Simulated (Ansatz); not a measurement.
Results of r²SCAN (plane waves, PAW; Ansatz, a quantum-chemistry and plane-wave program) for GaAs (model structure, started from the rocksalt type, Fm-3m, No. 225, 2 atoms in the cell).

Run with plane-wave cutoff 560 eV, 18×18×18 k mesh, Fermi–Dirac smearing 0.05 eV, scalar-relativistic PAW data made under PBE.

Cell (relaxed at this level):

Space group Fm-3m (No. 225); a = b = c = 5.3285 Å, α = β = γ = 90.00°

```csv
atom,site,symmetry,x,y,z
As,4a,m-3m,0.0000,0.0000,0.0000
Ga,4b,m-3m,0.5000,0.5000,0.5000
```
(The calculation used a cell of 2 atoms; values per cell refer to that cell.)

Q: Estimate the bulk modulus that the calculation returns.

A: 
* **bulk modulus**: 82.3 GPa

The run finds no gap.

Note: the bulk modulus is −V dP/dV from two relaxed cells at ±2 % in volume; the relaxation could raise the start's symmetry but not lower it, so the cell can be a saddle point.

The computed numbers hold no vibrational or temperature effects.

Cost on a shared machine: roughly 50 core-seconds.

A model structure was made by putting elements into a prototype or built by hand; it is no filed structure, need not be a known phase, and can be a saddle point held by its symmetry.
